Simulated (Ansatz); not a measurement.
The reference is Na in the bcc (W type) structure (space group Im-3m, No. 229; a = 4.173 Å; relaxed with 0.1 eV smearing). Axes: x, y, z lie along the cube axes.

The values are results of DFT with PBEsol, PAW potentials and a 420 eV plane-wave cutoff in Ansatz (an electronic-structure program), spin-orbit coupling left out, not measurements.

Before the change:

* **Shortest interatomic distance**: 361.4 pm

One thing is altered: compressive biaxial strain of 1.50 % in the plane normal to [001], as in epitaxy on a mismatched substrate; the out-of-plane cell vector and the atoms relax.

Problem. What happens to the out-of-plane strain, shortest interatomic distance and in-plane stress?

Solution. The out-of-plane strain comes out as +2.70 %; the shortest interatomic distance drops by 0.3 pm (361.4 pm → 361.1 pm); the mean in-plane stress (compression positive) amounts to 0.0 GPa.

Whether these cells are dynamically stable was not tested.
